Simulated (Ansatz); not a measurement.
**Effect of isotropic strain +0.36 % on CaO**

Consider CaO in the rock salt structure (space group Fm-3m, No. 225; a = 4.831 Å).

Perturbation: an isotropic linear strain of +0.36 %; the atoms relax in the strained cell.

Method: Kohn–Sham DFT with the PBE functional, run in Ansatz (a first-principles code) with PAW and 420 eV plane waves, no SOC. Settings: 12×12×12 k-points, 0.05 eV Fermi–Dirac smearing.

```json
[
 {"quantity": "volume per atom", "base": "14.09 Å³", "changed": "14.24 Å³", "shift": "+0.15 Å³"},
 {"quantity": "space group", "base": "Fm-3m (No. 225)", "changed": "Fm-3m (No. 225)", "shift": "–"},
 {"quantity": "shortest interatomic distance", "base": "2.415 Å", "changed": "2.424 Å", "shift": "+0.009 Å"},
 {"quantity": "energy relative to the base (free energy F)", "base": "0 meV/atom", "changed": "+0.6 meV/atom", "shift": "+0.6 meV/atom"},
 {"quantity": "band gap", "base": "3.66 eV", "changed": "3.66 eV", "shift": "0.00 eV"},
 {"quantity": "gap character", "base": "indirect, Γ → X", "changed": "indirect, Γ → X", "shift": "–"},
 {"quantity": "smallest direct gap", "base": "4.03 eV", "changed": "4.04 eV", "shift": "+0.003 eV"},
 {"quantity": "width of the top valence band", "base": "1.16 eV", "changed": "1.14 eV", "shift": "-0.02 eV"},
 {"quantity": "electron mass", "base": "1.4 mₑ along k, 0.44 mₑ across (at X)", "changed": "1.4 mₑ along k, 0.45 mₑ across (at X)", "shift": "–"},
 {"quantity": "hole mass (degenerate bands, along [100])", "base": "0.35, 2.9, 2.9 mₑ (at Γ)", "changed": "0.36, 2.9, 2.9 mₑ (at Γ)", "shift": "–"},
 {"quantity": "valley order (the lowest conduction-band minima on the path, energy above the VBM, named in the base's zone)", "base": "X along ⟨100⟩ 3.66 eV; Γ 4.61 eV", "changed": "X along ⟨100⟩ 3.66 eV; Γ 4.52 eV", "shift": "–"}
]
```

Final structure:

```xyz
2
Lattice="0.0000 2.4240 2.4240 2.4240 0.0000 2.4240 2.4240 2.4240 0.0000" Properties=species:S:1:pos:R:3 pbc="T T T"
O      0.0000     0.0000     0.0000
Ca     2.4240     2.4240     2.4240
```

Effective masses come from finite differences of ±0.01 Å⁻¹. Along k means along the line from Γ to the band edge. Semilocal Kohn–Sham gaps tend to fall short of experiment. No phonon test of stability was made.
